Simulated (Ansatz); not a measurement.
Data:

```
Pt
1.0
    2.81039     0.00000     0.00000
    1.40519     2.43387     0.00000
    1.40519    -0.81129     2.25333
Pt
1
Direct
  0.00000   0.00000   0.00000
```

No spin polarisation.

Computed with Kohn–Sham DFT with the r2SCAN functional, run in Ansatz (a first-principles code) with PAW and 500 eV plane waves, no spin-orbit coupling. Γ-centred 29×29×29 mesh, Fermi–Dirac width 0.1 eV.

Task: Predict the in-plane stress, band gap and space group.

Result: 
* **Mean in-plane stress (compression positive)**: -2.5 GPa
* **Band gap**: zero
* **Space group**: R-3m (No. 166)

The cells carry an imposed strain or load. No phonon test of stability was made. The final runs are not spin-polarised. The cell was made from Pt in the fcc (Cu type) structure (space group Fm-3m, No. 225) by this change: biaxial strain +0.83 %, plane normal [111], relaxed out of plane.
